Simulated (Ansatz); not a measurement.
Start from GaN in the zinc blende structure (space group F-43m, No. 216; a = 4.498 Å).

Computed with PBEsol, PAW, 420 eV (Ansatz, an electronic-structure program; scalar-relativistic without spin-orbit coupling).

One change was made to it. Results:

```
quantity                                 base           after
-----------------------------  --------------  --------------
shortest interatomic distance        194.8 pm        187.0 pm
electron mass                  0.15 mₑ (at Γ)  0.21 mₑ (at Γ)
density                            6.11 g/cm³      6.90 g/cm³
```

Name the change that was made.
A. pressure 9 GPa
B. pressure 2.1 GPa
C. pressure −2 GPa
D. pressure 30 GPa

D, pressure 30 GPa. For comparison, the electron mass in the other runs: pressure 9 GPa gives 0.18 mₑ (at Γ); pressure 2.1 GPa gives 0.16 mₑ (at Γ); pressure −2 GPa gives 0.15 mₑ (at Γ).

The levels and masses belong to the bands next to the band gap. Load acts through the strain it causes; cell and atoms are relaxed under it. Effective masses come from finite differences of ±0.01 Å⁻¹. No phonon test of stability was made. Tetrahedral semiconductors of this kind turn to denser phases somewhere between about 1 and 50 GPa; those were not computed, so compressed cells here can lie past the real transition. This is not the structure that GaN has at room temperature and ambient pressure.
